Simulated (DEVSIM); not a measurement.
Device: Si n-p junction from an implanted or diffused profile, at 300 K.

| layer (left to right) | material | thickness (μm) | Na (cm⁻³) | τn (s) | τp (s) |
|---|---|---|---|---|---|
| 1 | Si | 8.20 | 2.7e15 | 4.6e-7 | 4.6e-7 |

Added donor profile: 2.2e18 cm⁻³ × exp(−(x − 0.038 μm)²/(2·(0.044 μm)²)). Left contact: ohmic. Right contact: ohmic. Voltage is applied to the left contact. Recombination: SRH at mid-gap, radiative, Auger. Gap narrowing is on: ΔEg = 6.92 meV × (l + √(l² + 0.5)), l = ln(N/1.3e17 cm⁻³), shared equally by both band edges. Mobility is μmin + (μ − μmin)/(1 + (N/Nref)^α).

The device is made up for the run: typed textbook-type constants, with dimensions and the other settings drawn at random. Values at 300 K.

```tsv
parameter	Si
gap (eV)	1.124
affinity (eV)	4.05
permittivity	11.7
Nc (cm⁻³)	2.86e19
Nv (cm⁻³)	3.1e19
μn (cm²/Vs)	1417
μp (cm²/Vs)	470
μn,min	52
μp,min	45
Nref,n	9.7e16
Nref,p	2.2e17
αn	0.68
αp	0.72
B (cm³/s)	4.7e-15
Cn (cm⁶/s)	2.8e-31
Cp (cm⁶/s)	9.9e-32
```

Model (solved in DEVSIM): 1D drift-diffusion, Boltzmann statistics, complete ionisation; no tunnelling, impact ionisation, image-force lowering or self-heating.

Q: Tabulate band edges, carrier densities and field at 10.0 V on the left contact.

A: Energies count from the Fermi level of the right contact; mesh points crowd at the junctions.

```csv
x (μm),Ec (eV),Ev (eV),n (cm⁻³),p (cm⁻³),field (V/cm)
0.000,-9.924,-11.013,1.5e18,290,-3400
0.01805,-9.931,-11.017,2.0e18,220,-2000
0.03852,-9.934,-11.018,2.2e18,150,52
0.06174,-9.930,-11.016,1.9e18,< 1e2,2400
0.09647,-9.911,-11.007,9.0e17,< 1e2,6000
0.1251,-9.870,-10.980,1.9e17,< 1e2,25000
0.1550,-9.699,-10.821,2.5e14,< 1e2,79000
0.1929,-9.364,-10.488,6.0e8,390,92000
0.2228,-9.091,-10.214,33000,1200,91000
0.2549,-8.800,-9.924,18000,2200,90000
0.3184,-8.239,-9.362,18000,4200,87000
0.5108,-6.639,-7.763,18000,11000,79000
0.8490,-4.202,-5.325,17000,28000,65000
1.550,-0.669,-1.792,13000,110000,36000
3.831,0.882,-0.242,11000,2.7e15,≈ 0
5.980,0.882,-0.242,27000,2.7e15,≈ 0
7.052,0.882,-0.242,35000,2.7e15,≈ 0
7.636,0.882,-0.242,40000,2.7e15,≈ 0
7.993,0.882,-0.242,42000,2.7e15,≈ 0
8.108,0.882,-0.242,43000,2.7e15,≈ 0
8.166,0.882,-0.242,44000,2.7e15,≈ 0
8.200,0.882,-0.242,44000,2.7e15,≈ 0
```
